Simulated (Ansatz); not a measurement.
GaP (F-43m), HSE06, rigid bands in Ansatz (a program for electronic structure): N_v = 4.17e19 cm⁻³ at 300 K and a hole conductivity mass of 0.411 mₑ.

For 1e16 holes per cm³ at 300 K, place the Fermi level, estimate the Seebeck coefficient of a parabolic band with constant τ, and give mobility and conductivity for τ = 5 fs.

The level lies k_BT ln(N_v/p) = 0.215 eV above the valence-band maximum. S ≈ +(k_B/e)[ln(N_v/p) + 5/2] = 934 μV/K, against 929 μV/K from the full bands (mean over directions). μ = eτ/m = 21.4 cm²/(V·s) and σ = peμ = 0.0343 S/cm. τ is assumed, not computed.

Band transport and this doping are assumed; polarons and phonon drag are left out. Spin-orbit coupling is left out; where it splits the top of the valence band, N_v and the p-type Seebeck coefficient come out somewhat high without it. Geometry: cell and atoms relaxed with PBEsol.
